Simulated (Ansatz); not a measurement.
Start from SnS₂ in the CdI2 type structure (space group P-3m1, No. 164; a = 3.6260 Å, c = 5.5735 Å; layered, stacked along the Cartesian z axis).

Method: PBEsol-D3(BJ) (Ansatz, a first-principles code, PAW, no SOC).

For the base:

| Item | Result |
|---|---|
| Pressure | 0.0 kbar |
| Gap character | indirect, K–Γ (87 % along) → k = (0, 0.455, 1/3) in the run's primitive reciprocal basis |
| Smallest direct gap | 1.58 eV |

One thing is altered: every lattice vector is stretched by 0.35 %, atoms relaxed at fixed cell.

Task: What happens to the pressure, energy relative to the base, gap character and smallest direct gap?

Result: The pressure (mean of the normal stresses, compression positive) goes from zero to -5.4 kbar; the energy goes up by 0.4 meV/atom; the gap character stays indirect, K–Γ (87 % along) → k = (0, 0.455, 1/3) in the run's primitive reciprocal basis; the smallest direct gap decreases by 0.05 eV (1.58 eV → 1.53 eV).

The cells carry an imposed strain or load. No phonon test of stability was made.
